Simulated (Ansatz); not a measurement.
Base system: a 12-atom supercell of Ca in the fcc (Cu type) structure (space group Fm-3m, No. 225; a = 5.568 Å) at its relaxed geometry.

All numbers come from r2SCAN, PAW, 500 eV (Ansatz, a quantum-chemistry and plane-wave program; no spin-orbit coupling).

Before the change:

| Item | Value |
|---|---|
| Pressure | 0.0 GPa |
| Mean distance from the defect site to its nearest host atoms | 7.44 bohr |

One thing is altered: a neutral K on a Ca site, atoms relaxed at fixed cell, starting from a slightly rattled geometry.

Tabulated Pauling electronegativity and covalent radius: Ca 1.00, 1.76 Å; K 0.82, 2.03 Å.

Question: Estimate the effect on the pressure.

Answer: The pressure goes from zero to 0.6 GPa.

Question: What happens to the mean distance from the defect site to its nearest host atoms?

Answer: The mean distance from the defect site to its nearest host atoms grows by 0.08 bohr, from 7.44 bohr to 7.52 bohr.

The cell is small, so the values are those of an ordered compound at a high defect concentration; dilute-limit values will differ. The defect cell is not spin-polarised.
